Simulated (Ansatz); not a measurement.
The starting structures come from a database of crystals and need not be the phases stable at ambient conditions.

 Where the default PAW files enter, the runs use the earlier of Ansatz's two default sets.

Here is the system:

```
CELL_PARAMETERS angstrom
      4.84693     0.00000     0.00000
      0.00000     7.08994     0.00000
      0.00000     0.00000     4.98540
ATOMIC_POSITIONS crystal
  Al 0.74785 0.39040 0.03051
  Al 0.25215 0.60960 0.96949
  Al 0.75215 0.10960 0.53051
  Al 0.24785 0.89040 0.46949
  Al 0.75215 0.89040 0.96949
  Al 0.24785 0.10960 0.03051
  Al 0.74785 0.60960 0.46949
  Al 0.25215 0.39040 0.53051
  O  0.89298 0.65400 0.10198
  O  0.10702 0.34600 0.89802
  O  0.60702 0.84600 0.60198
  O  0.39298 0.15400 0.39802
  O  0.60702 0.15400 0.89802
  O  0.39298 0.84600 0.10198
  O  0.89298 0.34600 0.39802
  O  0.10702 0.65400 0.60198
  O  0.95060 0.00000 0.25000
  O  0.04940 0.00000 0.75000
  O  0.54940 0.50000 0.75000
  O  0.45060 0.50000 0.25000
```

Space group of this cell: Pbcn. The cell is taken as given; by r2SCAN its mean pressure is -7.5 GPa.

The current runs along the normal of the first two printed vectors. All runs by Ansatz (an electronic-structure program), plane waves and PAW, without spin-orbit coupling; the base is r2SCAN.

```tsv
run	mean pressure (GPa)	gap (eV)	mid-gap κ (1/Å)
base	-7.5	6.20	0.376
all lengths scaled by 0.98	8.4	6.95	0.407
all lengths scaled by 1.02	-19.6	?	0.346
lda in place of r2scan	-12.1	5.28	0.346
lengths across the current scaled by 0.98, ions clamped	2.8	?	?
lengths across the current scaled by 1.02, ions clamped	-15.9	5.70	0.358
lengths along the current scaled by 0.97, ions clamped	0.3	6.52	0.395
lengths along the current scaled by 1.03, ions clamped	-13.8	5.81	0.358
pbesol in place of r2scan	-5.4	?	?
```

### Question
What belongs in the gaps?

### Answer

- all lengths scaled by 1.02, gap (eV): 5.49
- lengths across the current scaled by 0.98, ions clamped, gap (eV): 6.67
- lengths across the current scaled by 0.98, ions clamped, mid-gap κ (1/Å): 0.394
- pbesol in place of r2scan, gap (eV): 5.23
- pbesol in place of r2scan, mid-gap κ (1/Å): 0.341
